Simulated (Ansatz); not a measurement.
Take KI in the rock salt structure (space group Fm-3m, No. 225; a = 7.1824 Å) as the base.

Computed with PBE (Ansatz, a program for electronic structure), scalar-relativistic without spin-orbit coupling.

Base values:

| Item | Value |
|---|---|
| Band gap | 3.86 eV |
| Hole mass | 0.51, 2.8, 2.8 mₑ (at Γ) |
| Pressure | 0.0 kbar |

Modification: the cell is scaled by 0.9850 in all directions, atoms relaxed at fixed cell.

Problem. What does the calculation give for the band gap, hole mass and pressure after the change?

Solution. The band gap goes up by 0.10 eV to 3.96 eV; the hole mass (degenerate bands, along [100]) goes from 0.51, 2.8, 2.8 mₑ (at Γ) to 0.48, 2.6, 2.6 mₑ (at Γ); the pressure goes from zero to 5.3 kbar.

With I present, leaving out spin-orbit coupling can change the band edges. The cells carry an imposed strain or load. Effective masses come from finite differences of ±0.01 Å⁻¹. Whether these cells are dynamically stable was not tested.
